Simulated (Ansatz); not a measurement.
Band structure of AgPt (P-6m2, 2 atoms in the cell).

```
CELL_PARAMETERS angstrom
      2.78305     0.00000     0.00000
     -1.39152     2.41019     0.00000
      0.00000     0.00000     4.79511
ATOMIC_POSITIONS crystal
  Ag 0.00000 0.00000 0.50000
  Pt 0.66667 0.33333 0.00000
```

Level of theory: PBEsol, default PAW files made with PBE (plane waves; Ansatz, a first-principles code).

Settings: kpoints.mp_grid.grid = 11 11 6; hamiltonian.xc = pbesol; hamiltonian.pseudopotentials = {kind: paw} (the program's default PAW files); scf.occupations.method = gaussian; scf.occupations.width = 0.1 eV; kpoints.band_path.npoints = 8.

The starting cell comes from a database of computed structures (which also holds hypothetical and non-ambient phases and stackings), without a prior relaxation at this level. Spin-orbit coupling is off. Spin polarisation is off.

Levels in eV from the Fermi level, bands 16 to 22:
```csv
point,16,17,18,19,20,21,22
Γ,-2.80,-2.80,-0.48,-0.47,-0.47,4.36,15.69
M,-2.28,-0.67,0.70,1.24,3.50,7.35,8.12
K,-1.93,-1.52,-1.23,4.03,4.90,5.07,10.86
A,-3.48,-2.37,-2.37,-0.53,-0.53,10.91,12.12
L,-1.35,-0.91,0.70,1.30,1.55,6.00,6.36
H,-2.63,-1.65,-0.57,5.00,5.83,6.63,7.11
```

Bands cross the Fermi level along this path, so the cell is metallic at this level.

Keys are those of Ansatz 0.2.
